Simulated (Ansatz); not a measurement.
**La2O3, pressure series**

Consider La2O3 (space group P-3m1, No. 164).

```yaml
crystal:
  lattice:
    - [3.93527, 0.00000, 0.00000]
    - [-1.96764, 3.40805, 0.00000]
    - [0.00000, 0.00000, 6.12627]
  atoms:
    - { symbol: La, position: [0.33333, 0.66667, 0.24614] }
    - { symbol: La, position: [0.66667, 0.33333, 0.75386] }
    - { symbol: O, position: [0.00000, 0.00000, 0.00000] }
    - { symbol: O, position: [0.33333, 0.66667, 0.64612] }
    - { symbol: O, position: [0.66667, 0.33333, 0.35388] }
```

Cell and atoms are relaxed at each pressure.

Calculations: Ansatz (an electronic-structure program) r2SCAN, no spin-orbit coupling.

Candidates:
(a) pressure 2.1 GPa
(b) pressure −1 GPa
(c) pressure 30 GPa

Before the change:

```
Property   Value
---------  -----
c/a ratio  1.557
```

Q: Order them by c/a ratio, lowest first.

A: (c) pressure 30 GPa (1.400), (a) pressure 2.1 GPa (1.544), (b) pressure −1 GPa (1.563)

Load acts through the strain it causes; cell and atoms are relaxed under it. Whether these cells are dynamically stable was not tested. Competing high-pressure phases were not computed.
